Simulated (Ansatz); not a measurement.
Take GeSe (space group P6_3mc, No. 186; a hypothetical phase, not in the database extracts checked) as the base.

```
CELL_PARAMETERS angstrom
      4.71033     0.00000     0.00000
     -2.35516     4.07926     0.00000
      0.00000     0.00000     5.68483
ATOMIC_POSITIONS crystal
  Ge 0.66667 0.33333 0.04159
  Ge 0.33333 0.66667 0.54159
  Se 0.66667 0.33333 0.58361
  Se 0.33333 0.66667 0.08361
```

Levels (all Ansatz, a first-principles code, PAW, earlier PAW set): PBEsol (420 eV, no SOC); HSE06 (420 eV, no spin-orbit coupling).

The geometry is relaxed with PBEsol.

| Property | Result |
|---|---|
| PBEsol lowest conduction level above the VBM at special points | Γ 0.64 eV; H 0.89 eV; L 0.95 eV |

Question: Predict the lowest conduction level above the VBM at special points from HSE06.

Answer: The lowest conduction level above the VBM at special points changes from Γ 0.64 eV; H 0.89 eV; L 0.95 eV to Γ 1.01 eV; H 1.27 eV; L 1.36 eV.

Single points use the geometry relaxed with PBEsol. HSE06 gaps are upper bounds (no full band path). The levels and masses belong to the bands next to the band gap. Whether these cells are dynamically stable was not tested.
